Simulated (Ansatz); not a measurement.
Start from PbSe in the rock salt structure (space group Fm-3m, No. 225; a = 6.178 Å).

Computed with Kohn–Sham DFT with the r2SCAN functional, run in Ansatz (a quantum-chemistry and plane-wave program) with PAW and 500 eV plane waves, no SOC.

Base values:

| Quantity | Value |
|---|---|
| Hole mass | 0.24 mₑ along k, 0.11 mₑ across (at L) |
| Band gap | 0.67 eV |

One thing is altered: cell and atoms relaxed at a pressure of 2.1 GPa.

**Question.** Predict the new hole mass.

**Answer.** The hole mass becomes 0.19 mₑ along k, 0.098 mₑ across (at L) (base: 0.24 mₑ along k, 0.11 mₑ across (at L)).

**Question.** What does the calculation give for the band gap after the change?

**Answer.** The band gap shrinks by 0.13 eV, from 0.67 eV to 0.54 eV.

With Pb present, leaving out spin-orbit coupling can change the band edges. Load acts through the strain it causes; cell and atoms are relaxed under it. Masses are band curvatures over ±0.01 Å⁻¹ around the edge. Along k means along the line from Γ to the band edge. Stability against distortions was not tested.
